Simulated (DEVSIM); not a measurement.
# illuminated Si p-on-n cell, one wavelength, with a back-surface field

System: illuminated Si p-on-n cell, one wavelength, with a back-surface field, at 400 K.

| layer (left to right) | material | thickness (μm) | Nd (cm⁻³) | Na (cm⁻³) | τn (s) | τp (s) | absorption coefficient (cm⁻¹) |
|---|---|---|---|---|---|---|---|
| 1 | Si | 0.240 | - | 7.7e17 | 4.4e-6 | 1.4e-6 | 640 |
| 2 | Si | 140 | 5.5e16 | - | 6.2e-6 | 6.2e-6 | 640 |
| 3 | Si | 1.00 | 3.8e18 | - | 6.2e-6 | 6.2e-6 | 640 |

Left contact: ohmic, minority electron recombination velocity 3000 cm/s. Right contact: ohmic, minority hole recombination velocity 10000 cm/s. Voltage is applied to the left contact. Recombination: SRH at mid-gap, radiative, Auger. Gap narrowing is on: ΔEg = 6.92 meV × (l + √(l² + 0.5)), l = ln(N/1.3e17 cm⁻³), shared equally by both band edges. Light enters at the left, 8e16 photons cm⁻² s⁻¹, one pass, no reflection. Mobility is constant in doping.

The device is made up for the run: typed textbook-type constants, with dimensions and the other settings drawn at random. Values at 300 K; Nc and Nv go as T^1.5, mobilities as T to minus their exponent, the gap by Varshni's rule with the affinity fixed.

```
parameter               Si
----------------  --------
gap (eV)             1.124
affinity (eV)         4.05
permittivity          11.7
Nc (cm⁻³)          2.86e19
Nv (cm⁻³)           3.1e19
μn (cm²/Vs)           1417
μp (cm²/Vs)            470
T exponent of μn       2.3
T exponent of μp       2.2
B (cm³/s)          4.7e-15
Cn (cm⁶/s)         2.8e-31
Cp (cm⁶/s)         9.9e-32
Varshni α (eV/K)  0.000473
Varshni β (K)          636
```

DEVSIM, 1D drift-diffusion, Boltzmann statistics, complete ionisation; no tunnelling, impact ionisation, image-force lowering or self-heating.

```yaml
potential_step_across_the_device_at_zero_bias: 0.833 V
Dark forward voltage at 1 A/cm²: 0.543 V
Dark forward voltage at 100 A/cm²: 0.772 V
short_circuit_current: 10.7 mA/cm²
open_circuit_voltage: 0.383 V
fill_factor: 0.71
largest_power: 2.91 mW/cm²
share_of_generated_pairs_collected_at_short_circuit: 0.831
```

Dark forward current:

```tsv
V (V)	J (A/cm²)
0.05	6.7e-7
0.15	1.3e-5
0.20	5.4e-5
0.30	0.00096
0.40	0.017
0.45	0.073
0.55	1.2
0.65	12
0.75	72
0.80	150
0.90	470
1.00	1000
1.05	1400
1.15	2300
```

Current under light (generator sign):

| V (V) | J (mA/cm²) |
|---|---|
| 0.00 | 10.7 |
| 0.04 | 10.7 |
| 0.08 | 10.7 |
| 0.14 | 10.6 |
| 0.18 | 10.6 |
| 0.24 | 10.5 |
| 0.26 | 10.3 |
| 0.28 | 10.1 |
| 0.30 | 9.69 |
| 0.32 | 8.94 |
| 0.34 | 7.60 |
| 0.36 | 5.22 |
| 0.38 | 0.970 |
| 0.40 | -6.61 |
